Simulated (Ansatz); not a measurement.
The reference is CsBr in the zinc blende structure (space group F-43m, No. 216; a = 8.193 Å; a hypothetical phase, not in the database extracts checked).

(Cell as relaxed with PBE.)

Levels (all Ansatz, a first-principles code, PAW): PBE (420 eV, no spin-orbit coupling); PBEsol (420 eV, no SOC).

Each level relaxes its own structure.

```csv
base,PBE,PBEsol
volume per atom,68.74 Å³,64.41 Å³
lattice parameter a,8.193 Å,8.017 Å
band gap,3.97 eV,4.10 eV
```

Modification: full substitution Cs → Rb, then cell and atoms are relaxed.

| quantity | PBE | PBEsol |
|---|---|---|
| electron mass | 0.50 mₑ (at Γ) | ? |
| gap character | indirect, X → Γ | ? |
| shortest interatomic distance | 3.373 Å | ? |

What does PBEsol give?


- electron mass, PBEsol: 0.49 mₑ (at Γ)
- gap character, PBEsol: indirect, X → Γ
- shortest interatomic distance, PBEsol: 3.309 Å

PBE's shortest interatomic distance lies 0.0647 Å above PBEsol's (2.0 %); the two agree on the gap character. Neither level is exact; PBEsol is the comparison here, not a measurement.

Effective masses come from finite differences of ±0.01 Å⁻¹. Whether these cells are dynamically stable was not tested. As relaxed here, RbBr is a hypothetical phase, not in the database extracts checked.
